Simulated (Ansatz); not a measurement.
**Pd: isotropic strain −0.50 %**

Consider Pd in the fcc (Cu type) structure (space group Fm-3m, No. 225; a = 3.945 Å; relaxed with 0.1 eV smearing).

Now apply this change: the cell is scaled by 0.9950 in all directions, atoms relaxed at fixed cell.

Computed with PBE (Ansatz, a first-principles code; PAW; 420 eV plane waves; no SOC). k-mesh 29×29×29 (Γ-centred); smearing 0.1 eV (Fermi–Dirac).

| quantity | base | changed | shift |
|---|---|---|---|
| volume per atom | 15.35 Å³ | 15.13 Å³ | -0.229 Å³ |
| space group | Fm-3m (No. 225) | Fm-3m (No. 225) | – |
| shortest interatomic distance | 2.790 Å | 2.776 Å | -0.014 Å |
| energy relative to the base (free energy F) | 0 meV/atom | +1.8 meV/atom | +1.8 meV/atom |
| pressure | 0.0 GPa | 2.6 GPa | +2.6 GPa |
| band gap | zero | zero | – |

Final structure:

```
Pd
1.0
    0.00000     1.96288     1.96288
    1.96288     0.00000     1.96288
    1.96288     1.96288     0.00000
Pd
1
Cartesian
  0.00000   0.00000   0.00000
```

Cost of the whole job for the changed cell (relaxation, final SCF and bands): around 14 core-seconds (rough).

No phonon test of stability was made. All final runs are without spin polarisation.
